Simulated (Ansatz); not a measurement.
The reference is ZnS in the wurtzite structure (space group P6_3mc, No. 186; a = 3.845 Å, c = 6.306 Å). Axes: x lies along a and z along c of the hexagonal cell.

The change: biaxial strain −1.34 %, plane normal [001], relaxed out of plane (Cartesian); in-plane vectors clamped, the third vector and the atoms free.

Levels (all Ansatz, an electronic-structure program, PAW): PBE (420 eV, no SOC); PBE+SOC (420 eV, with spin-orbit coupling).

The geometry is relaxed with PBE.

| Property | Value |
|---|---|
| PBE valence-band top at Γ | 0.00, 0.00, -0.19 eV |
| PBE band gap | 2.09 eV |

Problem. What does PBE+SOC give at this geometry for the hole mass, valence-band top at Γ and band gap?

Solution. The hole mass amounts to 1.7 mₑ out of plane, 0.32 mₑ in plane (at Γ); the valence-band top at Γ (three highest Kramers pairs, from the VBM) changes from 0.00, 0.00, -0.19 eV to 0.00, -0.04, -0.21 eV; the band gap decreases by 0.02 eV (2.09 eV → 2.07 eV).

Single points use the geometry relaxed with PBE. Differences between runs with and without spin-orbit coupling are approximate. Masses are band curvatures over ±0.01 Å⁻¹ around the edge. Whether these cells are dynamically stable was not tested.
